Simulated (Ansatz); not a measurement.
The parent structure is SrO in the rock salt structure (space group Fm-3m, No. 225; a = 5.195 Å).

(Cell as relaxed with PBE.)

Levels (all Ansatz, a first-principles code, PAW): PBE (420 eV, scalar-relativistic without spin-orbit coupling); r2SCAN (500 eV, spin-orbit coupling left out).

Each level relaxes its own structure.

```csv
base,PBE,r2SCAN
volume per atom,17.53 Å³,17.17 Å³
lattice parameter a,5.195 Å,5.160 Å
band gap,3.33 eV,3.80 eV
```

Perturbation: cell and atoms relaxed at a pressure of 10 GPa.

```csv
quantity,PBE,r2SCAN
band gap,3.27 eV,…
smallest direct gap,3.30 eV,…
lattice parameter a,5.032 Å,…
```

### Question
Given the PBE results, estimate those of r2SCAN.

### Answer

- band gap, r2SCAN: 3.75 eV
- smallest direct gap, r2SCAN: 3.76 eV
- lattice parameter a, r2SCAN: 5.011 Å

PBE's band gap lies 0.48 eV below r2SCAN's; PBE's smallest direct gap lies 0.46 eV below r2SCAN's; PBE's lattice parameter a lies 0.021 Å above r2SCAN's (0.4 %). Neither level is exact; r2SCAN is the comparison here, not a measurement.

The program warned that an SCF state here may not be the lowest one. Load acts through the strain it causes; cell and atoms are relaxed under it. No phonon test of stability was made. No other phases were tried under pressure.
